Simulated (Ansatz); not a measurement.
# A computed series for C: response to strain

Consider C in the diamond structure (space group Fd-3m, No. 227; a = 3.554 Å). Axes: x, y, z lie along the cube axes.

Strains are applied to the cell and any free atomic positions relax; under biaxial strain the out-of-plane vector relaxes too.

Levels (all Ansatz, a program for electronic structure, PAW): PBEsol (420 eV, no spin-orbit coupling); r2SCAN (500 eV, no spin-orbit coupling); HSE06 (420 eV, scalar-relativistic without spin-orbit coupling).

Band gaps by level, all at the geometries relaxed with PBEsol:

```csv
case,PBEsol,r2SCAN,HSE06
base,4.03 eV,4.38 eV,5.31 eV
"biaxial strain +1.13 %, plane normal [110], relaxed out of plane",3.89 eV,4.22 eV,5.16 eV
uniaxial strain ε_xx = +1.27 %,3.84 eV,4.18 eV,5.11 eV
uniaxial strain ε_yy = −0.87 %,3.82 eV,4.16 eV,5.10 eV
"strain tensor (xx, yy, zz, yz, xz, xy) = (+0.02, −0.91, +0.74, +1.57, −0.30, −0.09) %",3.68 eV,4.01 eV,4.95 eV
tensor shear ε_xy = −2.01 %,3.73 eV,4.10 eV,5.02 eV
```

A biaxial case was relaxed in a doubled cell and then solved in the primitive one. Single points use the geometry relaxed with PBEsol. HSE06 gaps are upper bounds (no full band path). Whether these cells are dynamically stable was not tested.
